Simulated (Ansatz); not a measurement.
## HfO2: pressure series

Start from HfO$_{2}$ in the fluorite structure (space group Fm-3m, No. 225).

```cif
data_HfO2
_chemical_formula_sum 'Hf1 O2'
_space_group_name_H-M_alt 'P 1'
_space_group_IT_number 1
_cell_length_a 3.53627
_cell_length_b 3.53627
_cell_length_c 3.53627
_cell_angle_alpha 60.000
_cell_angle_beta 60.000
_cell_angle_gamma 60.000
loop_
_space_group_symop_operation_xyz
  'x, y, z'
loop_
_atom_site_label
_atom_site_type_symbol
_atom_site_fract_x
_atom_site_fract_y
_atom_site_fract_z
_atom_site_occupancy
Hf1 Hf 0.00000 0.00000 0.00000 1
O1 O 0.25000 0.25000 0.25000 1
O2 O 0.75000 0.75000 0.75000 1
```

Cell and atoms are relaxed at each pressure.

Method: LDA in Ansatz (plane waves to 420 eV, PAW, no SOC).

Two rows of this table had their results exchanged by mistake.

```
pressure           volume per atom (Å³)  shortest distance (Å)  band gap
-----------------  --------------------  ---------------------  --------
pressure −2 GPa                    9.93                  2.131   3.77 eV
pressure 0.9 GPa                  10.39                  2.163   3.67 eV
pressure 2.1 GPa                  10.35                  2.160   3.68 eV
pressure 4.5 GPa                  10.26                  2.154   3.70 eV
pressure 9 GPa                    10.12                  2.144   3.73 eV
pressure 15 GPa                   10.50                  2.171   3.65 eV
pressure 22.5 GPa                  9.73                  2.116   3.82 eV
pressure 30 GPa                    9.54                  2.103   3.86 eV
```

Q: Which two?

A: The rows for pressure −2 GPa and pressure 15 GPa: the volume has to fall steadily with pressure, so 10.50 Å³ belongs to pressure −2 GPa and 9.93 Å³ to pressure 15 GPa.

With Hf present, leaving out spin-orbit coupling can change the band edges. Load acts through the strain it causes; cell and atoms are relaxed under it. Stability against distortions was not tested. Competing high-pressure phases were not computed. This is not the structure that HfO2 has at room temperature and ambient pressure.

Ansatz is an electronic-structure program.
